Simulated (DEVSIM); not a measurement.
Structure: abrupt Ge p-n junction, at 350 K.

| layer (left to right) | material | thickness (μm) | Nd (cm⁻³) | Na (cm⁻³) | τn (s) | τp (s) |
|---|---|---|---|---|---|---|
| 1 | Ge | 3.00 | - | 9.5e17 | 4.6e-5 | 4.6e-5 |
| 2 | Ge | 290 | 4.9e14 | - | 4.6e-5 | 4.6e-5 |

Left contact: ohmic. Right contact: ohmic. Voltage is applied to the left contact. Recombination: SRH at mid-gap, radiative. Mobility is constant in doping.

This is a model device: material constants are rounded textbook-type values typed into the input, and sizes, dopings and lifetimes were drawn at random. Values at 300 K; Nc and Nv go as T^1.5, mobilities as T to minus their exponent, the gap by Varshni's rule with the affinity fixed.

| parameter | Ge |
|---|---|
| gap (eV) | 0.664 |
| affinity (eV) | 4 |
| permittivity | 16 |
| Nc (cm⁻³) | 1.04e19 |
| Nv (cm⁻³) | 6e18 |
| μn (cm²/Vs) | 3900 |
| μp (cm²/Vs) | 1900 |
| T exponent of μn | 1.66 |
| T exponent of μp | 2.33 |
| B (cm³/s) | 6.4e-14 |
| Varshni α (eV/K) | 0.000477 |
| Varshni β (K) | 235 |

Simulated with DEVSIM: 1D drift-diffusion, Boltzmann statistics, complete ionisation; no tunnelling, impact ionisation, image-force lowering or self-heating.

The doping Na of layer 1 was swept, all else fixed.

```
doping Na of layer 1 (cm^-3)  potential step across the device at zero bias (V)  largest field in the device at zero bias (V/cm)  dark forward voltage at 1 A/cm² (V)
----------------------------  -------------------------------------------------  -----------------------------------------------  -----------------------------------
2.8e16                                                                    0.173                                             8800                                0.126
9.5e16                                                                    0.210                                              ___                                  ___
2.8e17                                                                    0.243                                            27000                                0.142
9.5e17                                                                    0.279                                            49000                                0.148
2.8e18                                                                    0.312                                            84000                                0.152
```

**Question.** Complete the blanks.

**Answer.** 
- 9.5e16, largest field in the device at zero bias (V/cm): 16000
- 9.5e16, dark forward voltage at 1 A/cm² (V): 0.135
